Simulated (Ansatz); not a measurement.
System: interstitial Ag in rutile TiO2 (charge state +1). The step: a direct jump of one Ag atom; the atom moves 1.38 Å along (0.00, 0.00, 0.47) of the unit cell; the moving atom starts with neighbours 2 O at 2.13, 2 O at 2.15, O at 2.73, O at 2.74; Ti at 2.73, Ti at 2.74, 2 Ti at 2.75 Å and ends with 2 O at 2.13, 2 O at 2.15, 2 O at 2.74; 2 Ti at 2.73, 2 Ti at 2.75 Å. A PBE band in Ansatz (plane-wave PAW, one k-point at (0.250, 0.250, 0.250), 72 host sites, 115 SCF runs with any check of the saddle's order, static, no finite-size correction) gives a forward barrier of 0.058 eV. The check of the saddle point's order was inconclusive, and it lies on a symmetry element of the cell, where a band can be held. The charge state is imposed; whether it is stable for some Fermi level was not computed. Sites that were not tried may lie lower. The start lies 0.36 eV above the lowest site run (PBE).

Single points at the band's start and saddle point can refine it. Rough cost of one point, in units of the band's mean SCF on the same machine:

| Level | Cost of one point |
|---|---|
| PBE, a 2×2×2 k-point mesh shifted by half a step | about 3 |
| r2SCAN at 500 eV, one k-point at (0.250, 0.250, 0.250) | about 2 |

Problem. Which of these move the barrier by more than 0.1 eV, and how far does each move it?

Solution. Not one does. PBE, a 2×2×2 k-point mesh shifted by half a step: -0.01 eV; r2SCAN at 500 eV, one k-point at (0.250, 0.250, 0.250): -0.03 eV. Each functional is compared with PBE at the same k-points.

Ansatz is a first-principles code.
